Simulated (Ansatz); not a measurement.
**MgF2, pressure series**

The parent structure is MgF2 in the rutile structure (space group P4_2/mnm, No. 136; a = 4.639 Å, c = 3.062 Å).

Cell and atoms are relaxed at each pressure.

Level of theory: PBEsol/PAW in Ansatz (a quantum-chemistry and plane-wave program), no spin-orbit coupling.

Candidates:
(a) pressure −1 GPa
(b) pressure 2.1 GPa
(c) pressure 9 GPa
(d) pressure 22.5 GPa
(e) pressure 15 GPa

Before the change:

```
Item        Value
--------  -------
Band gap  6.89 eV
```

Task: Order them by band gap, highest first.

Result: (d) pressure 22.5 GPa (8.02 eV), (e) pressure 15 GPa (7.70 eV), (c) pressure 9 GPa (7.41 eV), (b) pressure 2.1 GPa (7.03 eV), (a) pressure −1 GPa (6.82 eV)

Load acts through the strain it causes; cell and atoms are relaxed under it. Whether these cells are dynamically stable was not tested. Competing high-pressure phases were not computed.
